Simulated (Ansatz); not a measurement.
System: antifluorite Be₂C. Method: PBE-D3(BJ) in Ansatz (PAW).

The input as run:

Ansatz 0.2 input:
```yaml
crystal:
  lattice:
    - [0.0, 2.1653904601, 2.1653904601]
    - [2.1653904601, 0.0, 2.1653904601]
    - [2.1653904601, 2.1653904601, 0.0]
  atoms:
    - { symbol: Be, position: [0.25, 0.25, 0.25] }
    - { symbol: Be, position: [0.75, 0.75, 0.75] }
    - { symbol: C, position: [0.0, 0.0, 0.0] }
basis:
  ecutwfc: 520
  ecutrho_ratio: 4
  xc_grid: 2
kpoints:
  mp_grid: { grid: [14, 14, 14] }
hamiltonian:
  xc: pbe
  dispersion: d3bj
  pseudopotentials: { kind: paw }
scf:
  occupations: { method: fermi_dirac, width: 0.01 }
  convergence: { dr2_threshold: 0.0000000003 }
output:
  forces: true
  stress: true
  eigenvalues: true
```

Output (set-up and result lines):

```
Crystal: 3 atoms, lattice volume = 20.307 Å³
Basis set: ecut = 520 eV, 537 PW (Γ), exchange–correlation on 48×48×48 points (8 copies of the dense FFT grid, shifted against one another)
Bands: 8, of which v1, the nominal top of the filled ones, is band 4 counted from 1 (3 counted from 0)
Symmetry: 48 space group operations
Space group: Fm-3m (ITA 225), of the structure as read, at distance tolerance 2.7e-5 Å
k-points: 104 of 2744
Functional: x = pbe(κ = 0.804, μ = 0.2195149727645171), c = pbe(β = 0.06672455060314922)
SCF iter   1: F=—  HF=-438.110575 eV  |F-HF|=—  |Δ(HF+E_count)|=         —  Δρ=8.24e-4  dr2=2.54e-5
SCF iter   2: F=—  HF=-438.110759 eV  |F-HF|=—  |Δ(HF+E_count)|=   1.84e-4  Δρ=4.16e-4  dr2=8.29e-6
  ...
SCF iter   5: F=—  HF=-438.110726 eV  |F-HF|=—  |Δ(HF+E_count)|=   3.44e-7  Δρ=4.71e-6  dr2=3.48e-9
SCF iter   6: F=-438.110726 eV  HF=-438.110726 eV  |F-HF|=2.08e-11  |Δ(HF+E_count)|=  6.29e-11  Δρ=4.82e-7  dr2=4.12e-11
SCF 1 converged in 6 iterations: F = -438.110726 eV  dr2 = 4.12e-11
SCF converged after 6 iterations
Free energy (F): -438.110726 eV
Internal energy: -438.110726 eV  (E = F + TS)
E sigma→0 (E₀):  -438.110726 eV
Fermi energy:    10.157804 eV
--- Stress (GPa, compression-positive) ---
       -7.849211       0.000000       0.000000
       -0.000000      -7.849211      -0.000000
       -0.000000      -0.000000      -7.849211
  P = ⅓ Tr σ = -7.8492 GPa (-78.492 kbar)
```

The cell is one volume of an energy–volume scan, off the minimum.

Ansatz is a quantum-chemistry and plane-wave program.
